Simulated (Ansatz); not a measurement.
Cells marked so need not be the phases stable at ambient conditions, and some may be hypothetical.

No gap correction and no spin-orbit coupling; mid-gap values are interpolated between computed energies.

A. CdSe (F-43m, zinc blende, 2 atoms a cell, 28.9 Å³ an atom), along the normal of (111)
B. MgS (Fm-3m, rock salt, not sure to be the ambient phase, 2 atoms a cell, 17.7 Å³ an atom), along the normal of (001)
C. Cs2NaAlF6 (R-3m, not sure to be the ambient phase, 20 atoms a cell, 17.3 Å³ an atom, -3 GPa at this level), along the normal of (001)
D. AlN (P6_3mc, wurtzite, 4 atoms a cell, 10.6 Å³ an atom, -4 GPa at this level), along the normal of (100)

Question: Order them by mid-gap decay constant of the slowest evanescent state (highest first) at the level Ansatz (an electronic-structure program) with r2SCAN.

Answer: C (0.51 1/Å), D (0.30 1/Å), B (0.27 1/Å), A (0.08 1/Å)
